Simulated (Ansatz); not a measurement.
Localised support functions against plane waves: [110] wire, round, 1.04 nm across, 4 periods a cell, F-ended

Si64F40, 104 atoms, zone centre alone, PBE in Ansatz (an electronic-structure program), one geometry. Rule: support functions less plane waves on one geometry. No spin-orbit coupling.

| pair | free energy, first less second (meV/atom) | force difference, rms (meV/Å) | largest (meV/Å) | gaps (eV) | cost of the first against the second (rough) |
|---|---|---|---|---|---|
| support functions, medium against plane waves | -3.44 | 0.43 | 0.88 | 1.245 / 1.245 | 8 |
